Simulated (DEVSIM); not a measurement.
System: TaN/AlN/p-Si capacitor, at 400 K.

| layer (left to right) | material | thickness (nm) | Na (cm⁻³) |
|---|---|---|---|
| 1 | AlN | 9.80 | - |
| 2 | Si | 550 | 1.1e18 |

Metal gate on the left, work function 4.4 eV. Fixed charge at the semiconductor interface -6.1e10 cm⁻² (in units of +e); no interface traps.

The device is made up for the run: typed textbook-type constants, with dimensions and the other settings drawn at random. Values at 300 K; Nc and Nv go as T^1.5, mobilities as T to minus their exponent, the gap by Varshni's rule with the affinity fixed.

| parameter | AlN | Si |
|---|---|---|
| gap (eV) | 6.1 | 1.124 |
| affinity (eV) | 1.9 | 4.05 |
| permittivity | 8.5 | 11.7 |
| Nc (cm⁻³) | - | 2.86e19 |
| Nv (cm⁻³) | - | 3.1e19 |
| Varshni α (eV/K) | - | 0.000473 |
| Varshni β (K) | - | 636 |

DEVSIM, 1D Poisson equation in equilibrium, Boltzmann statistics, complete ionisation; no quantum confinement or tunnelling. Metal contacts follow the ideal Schottky-Mott rule: no Fermi-level pinning, no interface dipoles.

The AlN thickness was swept, all else fixed.

```json
[
 {"AlN thickness (μm)": "0.0039", "minimum of the low-frequency capacitance (μF/cm²)": "0.320", "capacitance of the dielectric stack (μF/cm²)": "1.93"},
 {"AlN thickness (μm)": "0.0054", "minimum of the low-frequency capacitance (μF/cm²)": "0.300", "capacitance of the dielectric stack (μF/cm²)": "1.39"},
 {"AlN thickness (μm)": "0.0069", "minimum of the low-frequency capacitance (μF/cm²)": "0.282", "capacitance of the dielectric stack (μF/cm²)": "1.09"},
 {"AlN thickness (μm)": "0.0083", "minimum of the low-frequency capacitance (μF/cm²)": "0.268", "capacitance of the dielectric stack (μF/cm²)": "0.907"},
 {"AlN thickness (μm)": "0.0098", "minimum of the low-frequency capacitance (μF/cm²)": "0.254", "capacitance of the dielectric stack (μF/cm²)": "0.768"},
 {"AlN thickness (μm)": "0.012", "minimum of the low-frequency capacitance (μF/cm²)": "0.239", "capacitance of the dielectric stack (μF/cm²)": "0.627"}
]
```

From the first row to the last the minimum of the low-frequency capacitance goes from 0.320 to 0.239. From the first row to the last the capacitance of the dielectric stack goes from 1.93 to 0.627.
